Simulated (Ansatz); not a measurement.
Cubic perovskite CsCaF3, treated with PBEsol-D3(BJ) (PAW; Ansatz, a quantum-chemistry and plane-wave program).

Input file:

Ansatz 0.2 input:
```yaml
crystal:
  lattice:
    - [4.4531021827, 0.0, 0.0]
    - [0.0, 4.4531021827, 0.0]
    - [0.0, 0.0, 4.4531021827]
  atoms:
    - { symbol: Cs, position: [0.0, 0.0, 0.0] }
    - { symbol: Ca, position: [0.5, 0.5, 0.5] }
    - { symbol: F, position: [0.5, 0.0, 0.5] }
    - { symbol: F, position: [0.0, 0.5, 0.5] }
    - { symbol: F, position: [0.5, 0.5, 0.0] }
basis:
  ecutwfc: 520
  ecutrho_ratio: 4
  xc_grid: 2
kpoints:
  mp_grid: { grid: [8, 8, 8] }
  band_path:
    path:
      - [0.0, 0.0, 0.0]
      - [0.0, 0.083333, 0.0]
      - [0.0, 0.166667, 0.0]
      - [0.0, 0.25, 0.0]
      - [0.0, 0.333333, 0.0]
      - [0.0, 0.416667, 0.0]
      - [0.0, 0.5, 0.0]
      - [0.083333, 0.5, 0.0]
      - [0.166667, 0.5, 0.0]
      - [0.25, 0.5, 0.0]
      - [0.333333, 0.5, 0.0]
      - [0.416667, 0.5, 0.0]
      - [0.5, 0.5, 0.0]
      - [0.45, 0.45, 0.0]
      - [0.4, 0.4, 0.0]
      - [0.35, 0.35, 0.0]
      - [0.3, 0.3, 0.0]
      - [0.25, 0.25, 0.0]
      - [0.2, 0.2, 0.0]
      - [0.15, 0.15, 0.0]
      - [0.1, 0.1, 0.0]
      - [0.05, 0.05, 0.0]
      - [0.041667, 0.041667, 0.041667]
      - [0.083333, 0.083333, 0.083333]
      - [0.125, 0.125, 0.125]
      - [0.166667, 0.166667, 0.166667]
      - [0.208333, 0.208333, 0.208333]
      - [0.25, 0.25, 0.25]
      - [0.291667, 0.291667, 0.291667]
      - [0.333333, 0.333333, 0.333333]
      - [0.375, 0.375, 0.375]
      - [0.416667, 0.416667, 0.416667]
      - [0.458333, 0.458333, 0.458333]
      - [0.5, 0.5, 0.5]
      - [0.45, 0.5, 0.45]
      - [0.4, 0.5, 0.4]
      - [0.35, 0.5, 0.35]
      - [0.3, 0.5, 0.3]
      - [0.25, 0.5, 0.25]
      - [0.2, 0.5, 0.2]
      - [0.15, 0.5, 0.15]
      - [0.1, 0.5, 0.1]
      - [0.05, 0.5, 0.05]
      - [0.5, 0.5, 0.416667]
      - [0.5, 0.5, 0.333333]
      - [0.5, 0.5, 0.25]
      - [0.5, 0.5, 0.166667]
      - [0.5, 0.5, 0.083333]
    npoints: 1
hamiltonian:
  xc: pbesol
  dispersion: d3bj
  pseudopotentials: { kind: paw }
scf:
  occupations: { method: fermi_dirac, width: 0.01 }
  convergence: { dr2_threshold: 0.0000000005 }
output:
  forces: true
  stress: true
  eigenvalues: true
  write_bands: true
```

Output (set-up and result lines):

```
Crystal: 5 atoms, lattice volume = 88.306 Å³
Basis set: ecut = 520 eV, 2373 PW (Γ), exchange–correlation on 72×72×72 points (8 copies of the dense FFT grid, shifted against one another)
Bands: 25, of which v1, the nominal top of the filled ones, is band 20 counted from 1 (19 counted from 0)
Symmetry: 48 space group operations
Space group: Pm-3m (ITA 221), of the structure as read, at distance tolerance 4.5e-5 Å
k-points: 35 of 512
Functional: x = pbesol(κ = 0.804, μ = 0.12345679012345678), c = pbesol(β = 0.046)
SCF iter   1: F=—  HF=-9790.700398 eV  |F-HF|=—  |Δ(HF+E_count)|=         —  Δρ=1.20e-2  dr2=8.48e-2
SCF iter   2: F=—  HF=-9790.678649 eV  |F-HF|=—  |Δ(HF+E_count)|=   2.17e-2  Δρ=3.15e-3  dr2=3.56e-3
  ...
SCF iter   6: F=—  HF=-9790.677772 eV  |F-HF|=—  |Δ(HF+E_count)|=   7.73e-9  Δρ=3.90e-6  dr2=6.19e-9
SCF iter   7: F=-9790.677772 eV  HF=-9790.677772 eV  |F-HF|=6.15e-10  |Δ(HF+E_count)|=   9.96e-9  Δρ=5.87e-7  dr2=2.24e-10
SCF 1 converged in 7 iterations: F = -9790.677772 eV  dr2 = 2.24e-10
SCF converged after 7 iterations
Free energy (F): -9790.677772 eV
Internal energy: -9790.677772 eV  (E = F + TS)
E sigma→0 (E₀):  -9790.677772 eV
Fermi energy:    6.590659 eV
--- Forces (eV/Å), atoms counted from 1 ---
  atom   1  Cs    -0.00000000    -0.00000000    -0.00000000
  atom   2  Ca     0.00000000     0.00000000    -0.00000000
  atom   3  F      0.00000000    -0.00000000     0.00000000
  atom   4  F      0.00000000    -0.00000000    -0.00000000
  atom   5  F      0.00000000     0.00000000     0.00000000
--- Stress (GPa, compression-positive) ---
       -0.000230       0.000000       0.000000
        0.000000      -0.000230       0.000000
        0.000000       0.000000      -0.000230
  P = ⅓ Tr σ = -0.0002 GPa (-0.002 kbar)
```

The PAW data were made under PBE.

It cost very roughly 13 core-seconds of CPU time.
